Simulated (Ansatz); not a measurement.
Bi4Ge3O12 (I-43d, No. 220) was calculated with r²SCAN (Ansatz, a quantum-chemistry and plane-wave program, PAW).

Settings: plane-wave cutoff 560 eV, 6×6×6 k mesh, Fermi–Dirac smearing 0.01 eV, scalar-relativistic PAW data made under PBE.

Results at a series of volumes:

| V (Å³/atom) | E − E_lowest (meV/atom) | P (GPa) |
|---|---|---|
| 14.802 | 4.91 | 2.674 |
| 15.111 | 1.17 | 1.243 |
| 15.419 | 0.00 | -0.007 |
| 15.727 | 1.04 | -1.058 |
| 16.036 | 3.97 | -1.955 |

Problem. Estimate the bulk modulus from the pressures at 15.111 and 15.727 Å³/atom, and compare it with a fit to all energies.

Solution. B = −V dP/dV. Between V = 15.111 and 15.727 Å³/atom, dP/dV = (-1.058 − (1.243))/(15.727 − 15.111) = -3.74 GPa per Å³/atom; at the midpoint 15.419 Å³/atom this gives B ≈ 57.6 GPa. The third-order Birch–Murnaghan fit gives V0 = 15.420 Å³/atom, B0 = 57.2 GPa, B′ = 6.8, which lies within 1 % of that estimate.

Spin–orbit coupling is not included; it can shift volumes and moduli of such heavy elements.

The computed numbers hold no vibrational or temperature effects.
